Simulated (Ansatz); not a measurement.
For antifluorite Be₂C, PBE0 (Ansatz, an electronic-structure program, plane waves, PAW) gives:

* **equilibrium lattice constant a**: 4.306 Å
* **bulk modulus**: 213 GPa
* **cohesive energy**: 5.32 eV/atom
* **band gap at the measured cell**: 2.58 eV

Q: What does Hartree–Fock (PAW; Ansatz) give for the same quantities?

A: 
- lattice constant a: 4.347 Å (goes up by 1.0 %)
- bulk modulus: 211 GPa (is nearly the same)
- cohesive energy: 3.80 eV/atom (decreases by 1.52 eV/atom)
- band gap at the measured cell: 7.83 eV (increases by 5.25 eV)

For comparison: lattice constant a 4.34 ± 0.002 Å (measured, temperature not stated, no zero-point or thermal correction; as tabulated in Freccero, Grin, Wagner, Dalton Trans. (2023), ESI).

Changes are worked out from the printed values.

Unless a cell is named, each level is at its own relaxed cell (PBE0 6.65, Hartree–Fock 6.84 Å³/atom).

Density-functional gaps are differences of (generalised) Kohn–Sham levels.

Ansatz's density-functional and Hartree–Fock values are scalar-relativistic unless marked +SOC, with PAW data made under PBE.
